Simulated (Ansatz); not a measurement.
Bi₂Te₂S (within 0.1 Å of I4/mmm, No. 139, 5 atoms in the cell; start mp-632485; a measured phase of this formula has another space group) was calculated with LDA (Ansatz, an electronic-structure program, PAW).

Run with plane-wave cutoff 520 eV, 8×8×8 k mesh, Fermi–Dirac smearing 0.01 eV, scalar-relativistic PAW data made under PBE.

Cell (relaxed at this level):

```
CELL_PARAMETERS angstrom
      9.17998    -2.17073    -0.09623
      9.17998     2.17073    -0.09623
     -0.98046     0.00000     4.22881
ATOMIC_POSITIONS crystal
  Bi 0.86003 0.86003 0.85944
  Bi 0.13997 0.13997 0.14056
  Te 0.67321 0.67321 0.67376
  Te 0.32679 0.32679 0.32624
  S  0.00000 0.00000 0.00000
```

Predict the band gap, smallest direct gap on the k points sampled and direct gap at Γ.


band gap: 0.17 eV
smallest direct gap on the k points sampled: 0.46 eV
direct gap at Γ: 3.33 eV

Spin–orbit coupling is not included; it can close the smallest gap of 0.17 eV.

Computed values are for the static lattice.

A start named mp-… is a Materials Project structure, which need not be a measured phase.
